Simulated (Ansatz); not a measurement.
System: MoS2 (R3m, No. 160, 3 atoms in the cell; start mp-1434; a measured phase of this formula has another space group). Method: LDA (Ansatz, a first-principles code, plane waves, PAW).

Numerical settings: plane-wave cutoff 500 eV, 14×14×14 k mesh, gaussian smearing 0.02 eV, no spin polarisation, scalar-relativistic PAW data made under PBE.

Cell (relaxed at this level):

```cif
data_Mo3S6
_chemical_formula_sum 'Mo3 S6'
_space_group_name_H-M_alt 'R3m :H'
_space_group_IT_number 160
_space_group_name_Hall 'R 3 -2"'
_cell_length_a 3.12626
_cell_length_b 3.12626
_cell_length_c 17.97803
_cell_angle_alpha 90.000
_cell_angle_beta 90.000
_cell_angle_gamma 120.000
loop_
_atom_site_label
_atom_site_type_symbol
_atom_site_symmetry_multiplicity
_atom_site_Wyckoff_symbol
_atom_site_fract_x
_atom_site_fract_y
_atom_site_fract_z
_atom_site_occupancy
Mo1 Mo 3 a 0.00000 0.00000 0.00024 1
S1 S 3 a 0.00000 0.00000 0.58054 1
S2 S 3 a 0.00000 0.00000 0.75320 1
```
(The calculation used a cell of 3 atoms; values per cell refer to that cell.)

Question: Estimate the band gap that the calculation returns.

Answer: 
- band gap: 0.75 eV (on the SCF k mesh)

Note: the relaxation could not lower the start's symmetry, so the cell can be a saddle point above a distorted one.

Spin–orbit coupling is not included.

The computed numbers hold no vibrational or temperature effects.

A start named mp-… is a Materials Project structure, which need not be a measured phase.
